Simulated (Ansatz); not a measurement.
## Several settings converged on HfCd (P4mm, 4 atoms in the cell)

```
HfCd
1.0
    3.03202     0.00000     0.00000
    0.00000     3.03202     0.00000
    0.00000     0.00000     9.11665
Hf Cd
2 2
Direct
  0.00000   0.50000   0.88712
  0.50000   0.00000   0.11836
  0.00000   0.50000   0.37747
  0.50000   0.00000   0.62253
```

Base method: PBEsol, default PAW files made with PBE (plane waves; Ansatz, a quantum-chemistry and plane-wave program).

Base settings: basis.ecutwfc = 420 eV; kpoints.mp_grid.grid = 9 9 3; hamiltonian.xc = pbesol; hamiltonian.pseudopotentials = {kind: paw} (the program's default PAW files); scf.occupations.method = fermi_dirac; scf.occupations.width = 0.1 eV.

The count of work is k-points × plane waves × bands × iterations; it is no time. Core times come from one kind of shared machine, to one figure; runs under 30 s give none.

**The cutoff for other potential files**

Level: DFT, PBEsol, plane waves, harder PAW files (source: ansatz) made with PBE.

In this ladder: hamiltonian.pseudopotentials = {kind: paw, source: ansatz}.

The second cell is the first with its lattice scaled by 0.98.

The mesh stays at the base's, so the ladder's end is converged at best in this setting alone.

The first pressure column holds Ansatz's estimate of the finite-basis (Pulay) stress, which hides part of the cutoff error; the other is without it.

Only quantities that move along the ladder and can be compared are tabulated.

| basis.ecutwfc | free energy less the last step's (meV/atom) | energy of the compressed cell less the first (meV/atom) | pressure (GPa) | pressure without the Pulay estimate (GPa) | largest difference of a force vector from the last step's (eV/Å) | count of work / last | core time / last (rough) |
|---|---|---|---|---|---|---|---|
| 235 eV | 17943.69 | 38.32 | -2.62 | -664.13 | 0.673 | 0.11 | – |
| 285 eV | 3749.55 | 31.44 | 0.28 | -174.72 | 0.231 | 0.14 | – |
| 365 eV | 237.39 | 22.63 | -0.37 | -17.04 | 0.016 | 0.23 | – |
| 440 eV | 10.12 | 20.59 | -0.44 | -1.46 | 0.001 | 0.28 | – |
| 520 eV | 1.04 | 20.56 | -0.44 | -0.45 | 0.000 | 0.36 | – |
| 625 eV | 0.86 | 20.56 | -0.44 | -0.44 | 0.000 | 0.47 | 0.6 |
| 780 eV | 0.35 | 20.55 | -0.44 | -0.45 | 0.000 | 0.64 | 0.7 |
| 1040 eV | 0.00 | 20.55 | -0.44 | -0.44 | 0.000 | 1.0 | 1 |

Coarsest basis.ecutwfc that holds the energy of the compressed cell less the first within 1 meV/atom of the last step, with all finer ones: 440 eV, at 0.28 of the last step's count of work; the step before is off by 2.1 meV/atom.

Coarsest basis.ecutwfc that holds the pressure without the Pulay estimate within 0.1 GPa of the last step, with all finer ones: 520 eV, at 0.36 of the last step's count of work; the step before is off by 1.0 GPa.

Coarsest basis.ecutwfc that holds the free energy within 5 meV/atom of the last step, with all finer ones: 520 eV, at 0.36 of the last step's count of work; the step before is off by 10 meV/atom.

The energy difference between the two cells stays within 1 meV/atom of the last step's from 440 eV on, the total only from 625 eV on: much of the error is common to both cells and cancels.

At the lowest cutoff the pressure without the Pulay estimate lies 664 GPa under the last step's, the usual sign of Pulay stress in an incomplete plane-wave basis.

**The relaxed cell against the cutoff**

On HfCd (P4/nmm, 4 atoms in the cell): atoms on their sites.

In this ladder: relax = cell and atoms.

The mesh stays at the base's, so the ladder's end is converged at best in this setting alone.

Only quantities that move along the ladder and can be compared are tabulated.

```csv
basis.ecutwfc,relaxed volume (Å³/atom),relaxation steps,core time / last (rough)
250 eV,20.574,37,0.8
295 eV,20.618,24,0.8
355 eV,20.651,8,0.4
420 eV,20.648,7,0.4
505 eV,20.649,7,0.5
630 eV,20.648,7,0.7
840 eV,20.648,7,1
```

Coarsest basis.ecutwfc that holds the relaxed volume within 0.021 Å³/atom of the last step, with all finer ones: 355 eV, at about 0.4 of the last step's time; the step before is off by 0.029 Å³/atom.

At the lowest cutoff the cell relaxes to a volume 0.4 % smaller than at the highest. Ansatz relaxes on a stress corrected for the finite basis.

On the base run: the starting cell comes from a database of computed structures (which also holds hypothetical and non-ambient phases and stackings), without a prior relaxation at this level. Its lattice was rescaled by up to half a per cent. One atom was moved a little off its site on purpose.

Left out of this page: 1 run of the series stopped by limits of time or memory.

Keys are those of Ansatz 0.2.
